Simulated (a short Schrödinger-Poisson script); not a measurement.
Stack: MOS inversion layer, SiO2 on p-type Si(100), at 300 K.

```tsv
layer	material	thickness (nm)	Na (cm⁻³)
1	SiO2	1.9	-
2	Si	730	3.5e17
```

The device is made up for the run: typed textbook-type constants, with dimensions and the other settings drawn at random. SiO2: permittivity 3.9, conduction-band edge (eV) 3.15, gap (eV) 9, electron mass (mₑ) 0.5. Si: permittivity 11.7, conduction-band edge (eV) 0, gap (eV) 1.124, Nv at 300 K (cm⁻³) 3.1e19.

Channel valleys (confinement mass, in-plane density-of-states mass, number): Δ2 0.916, 0.19, 2; Δ4 0.19, 0.417, 4. At the gate the conduction-band edge of layer 1 lies 3.16 eV − eVg above the Fermi level of the channel; the field vanishes at the back. Gaps are held at their typed values at every temperature. Mesh 0.03 nm at interfaces.

Solved with a short Schrödinger-Poisson script written for these runs: 1D Poisson equation in equilibrium, electrons quantum, Hartree (BenDaniel-Duke, 12 states a valley, the channel's in-plane mass for all, wave functions ending at the dielectric), parabolic valleys, classical holes, full ionisation, no traps, pinning or gate leakage.

At Vg = 1.6 V the centroid of the electrons lies 1.41 nm from the interface.

Estimate the gate capacitance as the dielectric in series with that distance, and compare.

The dielectric alone has 1.82 μF/cm²; in series with 1.41 nm of the channel's permittivity, 1.46 μF/cm²; the run gives 1.52 μF/cm². The estimate leaves out the density-of-states capacitance and the centroid's move with voltage.
